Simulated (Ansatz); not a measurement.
Base system: Y in the hcp (Mg type) structure (space group P6_3/mmc, No. 194; a = 3.6826 Å, c = 5.6986 Å).

Calculations: r2SCAN, PAW, 500 eV (Ansatz, a quantum-chemistry and plane-wave program; no spin-orbit coupling).

Base values:

```
Quantity              Result
-------------------  -------
Lattice parameter a  3.683 Å
c/a ratio              1.547
```

Perturbation: Sc takes the place of Y on all its sites; the structure is relaxed again.

Problem. Predict the new lattice parameter a and c/a ratio.

Solution. The lattice parameter a decreases by 0.3531 Å (3.683 Å → 3.329 Å); the c/a ratio goes up by 0.012 (1.547 → 1.559).

No phonon test of stability was made. The final runs are not spin-polarised.
